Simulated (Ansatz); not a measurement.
The reference is WSe$_{2}$ (space group P6_3/mmc, No. 194; a = 3.2790 Å, c = 12.7862 Å; layered, stacked along the Cartesian z axis).

The values are results of DFT with PBE-D3(BJ), PAW potentials and a 420 eV plane-wave cutoff in Ansatz (a first-principles code), without spin-orbit coupling, not measurements.

Strains are applied to the cell and any free atomic positions relax.

One change was made to it. Results:

```csv
quantity,base,after
"valence-band top at Γ (three highest levels, from the VBM)","0.00, -0.96, -1.20 eV","0.00, -0.85, -1.28 eV"
mean gap deformation potential ΔEg/Δln V,–,+2.1 eV
gap character,"indirect, Γ → K–Γ (47 % along)","indirect, Γ → K–Γ (47 % along)"
width of the top valence band,1.52 eV,1.44 eV
"pressure (mean of the normal stresses, compression positive)",0.00 GPa,4.12 GPa
```

Q: What was done to the base?
(A) isotropic strain −1.20 %
(B) isotropic strain −2.40 %
(C) isotropic strain −1.80 %
(D) isotropic strain −3.00 %
(E) isotropic strain −0.60 %

A: C, isotropic strain −1.80 %. For comparison, the valence-band top at Γ in the other runs: isotropic strain −3.00 % gives 0.00, -0.77, -1.16 eV; isotropic strain −0.60 % gives 0.00, -0.93, -1.27 eV; isotropic strain −2.40 % gives 0.00, -0.81, -1.22 eV; isotropic strain −1.20 % gives 0.00, -0.89, -1.34 eV.

With W present, leaving out spin-orbit coupling can change the band edges. No phonon test of stability was made.
